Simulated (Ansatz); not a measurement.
**CsPbCl3: response to strain**

The parent structure is CsPbCl$_{3}$ in the cubic perovskite structure (space group Pm-3m, No. 221; a = 5.521 Å). Axes: x, y, z lie along the cube axes.

Strains are applied to the cell and any free atomic positions relax; under biaxial strain the out-of-plane vector relaxes too.

Computed with DFT with LDA, PAW potentials and a 420 eV plane-wave cutoff in Ansatz (an electronic-structure program), no spin-orbit coupling.

Candidates:
(a) biaxial strain +2.50 %, plane normal [111], relaxed out of plane
(b) biaxial strain +2.00 %, plane normal [111], relaxed out of plane
(c) biaxial strain +1.50 %, plane normal [111], relaxed out of plane
(d) biaxial strain +0.50 %, plane normal [111], relaxed out of plane
(e) biaxial strain +1.00 %, plane normal [111], relaxed out of plane

### Question
Order them by out-of-plane strain, lowest first.

### Answer
(a) biaxial strain +2.50 %, plane normal [111], relaxed out of plane (-3.67 %), (b) biaxial strain +2.00 %, plane normal [111], relaxed out of plane (-2.96 %), (c) biaxial strain +1.50 %, plane normal [111], relaxed out of plane (-2.26 %), (e) biaxial strain +1.00 %, plane normal [111], relaxed out of plane (-1.51 %), (d) biaxial strain +0.50 %, plane normal [111], relaxed out of plane (-0.76 %)

Whether these cells are dynamically stable was not tested. Many cubic perovskites are stable only at high temperature; tilts and polar distortions were not tested. This is not the structure that CsPbCl3 has at room temperature and ambient pressure.
